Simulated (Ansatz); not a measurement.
# Eu: 2 layers

Base system: Eu in the bcc (W type) structure (space group Im-3m, No. 229; a = 4.450 Å; ferromagnetic). Axes: x, y, z lie along the cube axes.

It is then changed as follows: a free-standing slab of 2 layers (2 atoms, 1 a layer) is cut normal to [110], with 15 Å of vacuum and the in-plane cell held at bulk.

The values are results of r2SCAN in Ansatz (plane waves to 500 eV, PAW, scalar-relativistic without spin-orbit coupling), earlier PAW set, not measurements. Γ-centred 13×13×1 mesh, Fermi–Dirac width 0.05 eV, for the changed cell.

```tsv
quantity	base	changed	shift
layer's space group (with vacuum)	–	Cmme (No. 67)	–
shortest interatomic distance	3.854 Å	3.589 Å	-0.265 Å
band gap	zero	zero	–
magnetic state	ferromagnetic	ferromagnetic	–
largest site moment	7.32 μB	7.29 μB	-0.03 μB
excess energy per area of both faces (slab less bulk energy over the cell's area: twice a surface energy)	–	0.99 J/m²	–
thickness between the outermost nuclei	–	2.82 Å	–
```

Final structure:

```
CELL_PARAMETERS angstrom
      3.85377     0.00000     0.00000
     -1.28459     3.63337     0.00000
      0.00000     0.00000    18.14659
ATOMIC_POSITIONS crystal
  Eu 0.25000 0.25000 0.42240
  Eu 0.75000 0.75000 0.57760
```

Cost of the whole job for the changed cell (relaxation, final SCF and bands): around 13 core-minutes (rough).

The magnetic state is the one reached from the starting moments; the real material's order can differ, and small cells can't hold many antiferromagnetic ones. The state of the 4f shell was not checked for lower solutions. The excess energy carries the mismatch between the slab's and the bulk's meshes. Stability against distortions was not tested.

Ansatz is a program for electronic structure.
